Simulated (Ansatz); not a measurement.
What pressure 50 GPa does to hypothetical zinc blende PbTe

The reference is PbTe in the zinc blende structure (space group F-43m, No. 216; a = 7.336 Å; a hypothetical phase, not in the database extracts checked).

The change: cell and atoms relaxed at a pressure of 50 GPa.

Level of theory: PBE in Ansatz (plane waves to 420 eV, PAW, no spin-orbit coupling), earlier PAW set. k-mesh 8×8×8 (Γ-centred); smearing 0.05 eV (Fermi–Dirac).

The volume per atom falls by 22.36 Å³ (49.34 Å³ → 26.98 Å³) and the density increases by 4.67 g/cm³ to 10.30 g/cm³. The lattice parameter a falls by 2.5266 bohr, from 13.862 bohr to 11.336 bohr and the shortest interatomic distance decreases by 1.094 bohr (6.003 bohr → 4.909 bohr). The enthalpy H = E + PV relative to the base's energy comes out as +10.52 eV/atom and the band gap goes from 0.64 eV to zero.

A case with no gap was solved on a k-mesh chosen for an insulator, which is coarse for it. With Pb and Te present, leaving out spin-orbit coupling can change the band edges. Load acts through the strain it causes; cell and atoms are relaxed under it. Stability against distortions was not tested. Competing high-pressure phases were not computed. All final runs are without spin polarisation.

Ansatz is a program for electronic structure.
